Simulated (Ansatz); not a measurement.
Structures of equal composition on the (110) surface of bcc Ta: a layer of Cr in place of the second plane; a layer of Cr in place of the third plane. The slabs share one bottom face, and each structure is named by its start. These are constructed structures in small cells; real faces may alloy, dewet or reconstruct in larger ones, and not all known structures of the face are among them. Slabs of about 11 Å with all that they carry, Fermi-Dirac smearing of 0.1 eV. Bottom of the slabs: a bare face, its two planes held. Relaxed from the named starts with such symmetry as they have, on meshes of like density; energies extrapolated to zero smearing; no spin-orbit coupling, no U. Spin-polarised runs, if any, are marked in brackets, and their order is one that fits the cell; the others ran without spin.

Level of theory: PBE (plane waves to 420 eV, PAW; Ansatz, a program for electronic structure).

### Question
Put the candidates in order of energy per 1x1 cell, lowest first, for PBE.

### Answer
a layer of Cr in place of the third plane (0.000 eV [spin start, no net moment]), a layer of Cr in place of the second plane (0.033 eV [spin start, no net moment])
